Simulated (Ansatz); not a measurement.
## Pressure series in Ti

The parent structure is Ti in the hcp (Mg type) structure (space group P6_3/mmc, No. 194; a = 2.9009 Å, c = 4.5906 Å).

Cell and atoms are relaxed at each pressure.

The values are results of PBEsol (Ansatz, a program for electronic structure), no spin-orbit coupling, not measurements.

Notes on the quantities. enthalpy: H = E + PV relative to the base's energy.

```
change                  enthalpy     density  c/a ratio
-----------------  -------------  ----------  ---------
base                           –  4.75 g/cm³      1.582
pressure −2 GPa    -0.21 eV/atom  4.67 g/cm³      1.581
pressure −1 GPa    -0.10 eV/atom  4.71 g/cm³      1.582
pressure 0.9 GPa   +0.09 eV/atom  4.79 g/cm³      1.583
pressure 2.1 GPa   +0.22 eV/atom  4.83 g/cm³      1.583
pressure 4.5 GPa   +0.46 eV/atom  4.92 g/cm³      1.584
pressure 9 GPa     +0.91 eV/atom  5.08 g/cm³      1.586
pressure 15 GPa    +1.48 eV/atom  5.28 g/cm³      1.588
pressure 22.5 GPa  +2.17 eV/atom  5.50 g/cm³      1.591
pressure 30 GPa    +2.84 eV/atom  5.71 g/cm³      1.595
```

Load acts through the strain it causes; cell and atoms are relaxed under it. Stability against distortions was not tested. Competing high-pressure phases were not computed. All final runs are without spin polarisation.
